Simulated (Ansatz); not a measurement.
Input and output of a relaxation of cell and atoms for Sr2GaSi (Amm2, 4 atoms in the cell) (Ansatz, a first-principles code).

Method of the run: LDA (PW92), default PAW files made with PBE (plane waves; Ansatz).

The change in words: atoms on their sites; basis.ecutwfc: 30.9 Ry → 15.4 Ry; relax: default → cell and atoms. Reference geometry:
```
Sr2GaSi
1.0
    4.24356     0.00000     0.00000
    0.00000     2.36850     5.90912
    0.00000    -2.36850     5.90912
Sr Ga Si
2 1 1
Cartesian
  2.12178   0.00000   7.60469
  0.00000   0.00000   4.24015
  2.12178   0.00000  11.09023
  0.00000   0.00000   0.75152
```

Reference input (self-consistent single point, DFT, LDA (PW92), plane waves, default PAW files made with PBE): basis.ecutwfc = 30.9 Ry; kpoints.mp_grid.grid = 5 5 5; hamiltonian.xc = lda; hamiltonian.pseudopotentials = {kind: paw} (the program's default PAW files); scf.occupations.method = gaussian; scf.occupations.width = 0.0073 Ry. This run's input differs from it in these lines:

Ansatz 0.2 input:
```diff
@@ -6,3 +6,3 @@
   atoms:
-    - { symbol: Sr, position_ang: [2.12178150, 0.00000000, 7.60469342] }
+    - { symbol: Sr, position_ang: [2.12178150, -0.00000000, 7.55469046] }
     - { symbol: Sr, position_ang: [0.00000000, -0.00000000, 4.24014743] }
@@ -11,3 +11,3 @@
 basis:
-  ecutwfc: 30.9 Ry
+  ecutwfc: 15.4 Ry
 kpoints:
@@ -23,2 +23,4 @@
     width: 0.0073 Ry
+relax:
+  cell: {}
 output:
```

Log, with long lists cut:

```
   [... SCF lines of the steps left out ...]
relax step   1: F+E_penalty+E_count = -11199.59276047 eV  Δ(F+E_penalty+E_count) = +0.000e0 eV  max|allowed force component| = 1.158e-1 eV/Å  Δτ_max = 0.0000 Å  P = -3.005 GPa  Ω = 118.784 Å³  (8 SCF iters, dr2 threshold 1.00e-7 eV, accepted)
relax step   2: F+E_penalty+E_count = -11201.84457026 eV  Δ(F+E_penalty+E_count) = -2.252e0 eV  max|allowed force component| = 1.405e-1 eV/Å  Δτ_max = 0.0256 Å  P = +11.866 GPa  Ω = 109.904 Å³  energy of the carried Pulay correction = +2.493e0 eV  [...]
   [... lines left out ...]
relax step  38: F+E_penalty+E_count = -11199.71754496 eV  Δ(F+E_penalty+E_count) = -1.026e-2 eV  max|allowed force component| = 9.754e-5 eV/Å  Δτ_max = 0.0002 Å  P = -0.001 GPa  Ω = 109.502 Å³  energy of the carried Pulay correction = +1.026e-2 eV  [...]
relax step  39: F+E_penalty+E_count = -11199.70781825 eV  Δ(F+E_penalty+E_count) = +9.727e-3 eV  max|allowed force component| = 3.061e-4 eV/Å  Δτ_max = 0.0000 Å  P = -0.034 GPa  Ω = 109.502 Å³  stress off target by 4.91e-2 GPa  SCF on the basis [...]
basis re-selected at this cell: Δ(F+E_penalty+E_count) = +9.727e-3 eV, ΔP = -0.033 GPa vs the last step
the relaxation is at rest under the 4 symmetry operations that the run kept from its start: a minimum is not shown …
Stability not checked: this state was not tested for a lower state beside it, because too few of the mixer's solves of this state at the end of the SCF gave a …
Free energy (F): -11199.707818 eV
Internal energy: -11199.698931 eV  (E = F + TS)
   [... lines left out ...]
Fermi energy:    7.721463 eV
  cell:  # Å, volume = 109.5019 Å³
   [... lines left out ...]
    - [0.0, 2.2841894848190485, 5.765326229798401]
    - [0.0, -2.2841894848190485, 5.765326229798401]
  atoms:
    - { symbol: Sr, position: [0.5, 0.6401707547757882, 0.6401707547757882] }
    - { symbol: Sr, position: [0.0, 0.35824813497021785, 0.35824813497021785] }
    - { symbol: Ga, position: [0.5, 0.9370899079196761, 0.9370899079196761] }
    - { symbol: Si, position: [0.0, 0.06450120213293435, 0.06450120213293435] }
```

The run converged. 

Summary of the result:
```
Property                                                                                             Result
-----------------------------------------------  ----------------------------------------------------------
Free energy E − TS (on the zero of these files)                                              -11199.7078 eV
Fermi level (on the code's own zero)                                                                7.72 eV
Pressure                                                                                          -0.03 GPa
Final cell                                       a = 4.1575 Å, b = c = 6.2013 Å, α = 43.23°, β = γ = 90.00°
Final volume per atom                                                                              27.38 Å³
Relaxation steps                                                                                         39
```

The starting cell comes from a database of computed structures (which also holds hypothetical and non-ambient phases and stackings), without a prior relaxation at this level. Its lattice was rescaled by up to half a per cent. The relaxation keeps the symmetry of its start, so its end need not be a minimum. Ansatz's pressure includes its estimate of the finite-basis (Pulay) stress. Without the estimate this run gives -46.79 GPa. The cutoff lies below the one recommended for these files.

Cost on one core of a shared machine: roughly 2 min.
